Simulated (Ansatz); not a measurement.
## Response to strain in HgS

Base system: HgS in the zinc blende structure (space group F-43m, No. 216).

```xyz
2
Lattice="0.0000 2.9379 2.9379 2.9379 0.0000 2.9379 2.9379 2.9379 0.0000" Properties=species:S:1:pos:R:3 pbc="T T T"
Hg     0.0000     0.0000     0.0000
S      1.4690     1.4690     1.4690
```

Cartesian axes are those of the cell as printed.

Strains are applied to the cell and any free atomic positions relax.

All numbers come from PBEsol in Ansatz (plane waves to 420 eV, PAW, without spin-orbit coupling).

Notes on the quantities. energy relative to the base: free energy F; pressure: mean of the normal stresses, compression positive.

| change | energy relative to the base | pressure | shortest interatomic distance |
|---|---|---|---|
| base | 0 meV/atom | 0.0 GPa | 2.544 Å |
| tensor shear ε_xy = +0.86 % | +0.6 meV/atom | 0.0 GPa | 2.543 Å |
| tensor shear ε_xy = +1.71 % | [?] | 0.0 GPa | 2.542 Å |
| tensor shear ε_xy = +0.29 % | +0.1 meV/atom | 0.0 GPa | 2.544 Å |
| tensor shear ε_xy = +2.00 % | [?] | -0.1 GPa | 2.542 Å |
| tensor shear ε_xy = +0.57 % | +0.3 meV/atom | 0.0 GPa | 2.543 Å |
| tensor shear ε_xy = +1.14 % | [?] | 0.0 GPa | 2.543 Å |
| tensor shear ε_xy = +1.43 % | [?] | 0.0 GPa | 2.542 Å |

Q: Some entries are withheld; estimate them.

A: 
- tensor shear ε_xy = +1.71 %, energy relative to the base: +2.3 meV/atom
- tensor shear ε_xy = +2.00 %, energy relative to the base: +3.1 meV/atom
- tensor shear ε_xy = +1.14 %, energy relative to the base: +1.0 meV/atom
- tensor shear ε_xy = +1.43 %, energy relative to the base: +1.6 meV/atom

No phonon test of stability was made. The final runs are not spin-polarised.

Ansatz is a program for electronic structure.
